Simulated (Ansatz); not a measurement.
The parent structure is Fe4N (space group Pm-3m, No. 221; ferromagnetic; a cell from a computed database, its experimental status unchecked).

```xyz
5
Lattice="3.6895 0.0000 0.0000 0.0000 3.6895 0.0000 0.0000 0.0000 3.6895" Properties=species:S:1:pos:R:3 pbc="T T T"
Fe     0.0000     1.8448     1.8448
Fe     1.8448     0.0000     1.8448
Fe     1.8448     1.8448     0.0000
Fe     0.0000     0.0000     0.0000
N      1.8448     1.8448     1.8448
```

Cartesian axes are those of the cell as printed.

Calculations: Ansatz (a program for electronic structure) PBEsol, spin-orbit coupling left out.

Before the change:

```
Quantity                     Value
-------------------  -------------
Magnetic state       ferromagnetic
Pressure                   0.0 GPa
Largest site moment        2.97 μB
```

Now apply this change: uniaxial strain ε_zz = +2.81 %, all other strain components held at zero; the atoms relax in the strained cell.

**Question.** Estimate the effect on the magnetic state.

**Answer.** The magnetic state stays ferromagnetic.

**Question.** Predict the new pressure.

**Answer.** The pressure (mean of the normal stresses, compression positive) goes from zero to -3.6 GPa.

**Question.** What happens to the energy relative to the base?

**Answer.** The energy rises by 6.6 meV/atom.

**Question.** Predict the new largest site moment.

**Answer.** The largest site moment remains 2.97 μB.

Other magnetic orders, which the real material may have, were not ruled out. Without a gap, meshes like the base's 13×13×13 leave anisotropic stresses uncertain by several tenths of a GPa, and small strain energies with them. Stability against distortions was not tested.
